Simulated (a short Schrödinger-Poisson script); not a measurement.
Structure: symmetric double-gate stack, Si3N4 on p-type Si(100), at 300 K.

```tsv
layer	material	thickness (nm)	Na (cm⁻³)
1	Si3N4	1.9	-
2	Si	8	5e16
3	Si3N4	1.9	-
```

Constants are typed, rounded textbook-type inputs, not results; the design itself was drawn at random and stands for no fabricated device. Si3N4: permittivity 7.5, conduction-band edge (eV) 1.95, gap (eV) 5.1, electron mass (mₑ) 0.5. Si: permittivity 11.7, conduction-band edge (eV) 0, gap (eV) 1.124, Nv at 300 K (cm⁻³) 3.1e19.

Channel valleys (confinement mass, in-plane density-of-states mass, number): Δ2 0.916, 0.19, 2; Δ4 0.19, 0.417, 4. At the gates, both at one voltage, the conduction-band edge of layer 1 lies 2.42 eV − eVg above the Fermi level of the channel. Gaps are held at their typed values at every temperature. Mesh 0.03 nm at interfaces.

From a short Schrödinger-Poisson script (our own, NumPy): 1D Poisson equation in equilibrium, electrons classical, Boltzmann, parabolic valleys, classical holes, full ionisation, no traps, pinning or gate leakage.

The same stack at other levels of the model or other numerical settings:

| run | sheet density of all electrons at Vg = 1.15 V (cm⁻²) | sheet density of all electrons at Vg = 0.55 V (cm⁻²) | capacitance of both gates at Vg = 1.15 V (μF/cm²) | gate voltage at 1e11 electrons/cm² (V) | rough cost against the base |
|---|---|---|---|---|---|
| base | 2.62e13 | 4.08e12 | 6.41 | 0.34 | about 1 |
| electrons treated as classical, Fermi-Dirac | 2.45e13 | 4.01e12 | 5.80 | 0.34 | 3 |
| electrons treated as quantum, Hartree | 2.03e13 | 3.10e12 | 5.12 | 0.35 | 40 |
| mesh six times as coarse | 2.55e13 | 4.01e12 | 6.20 | 0.34 | about 1 |

The classical rows ignore confinement, and Boltzmann statistics overrate the density once the band edge passes the Fermi level.
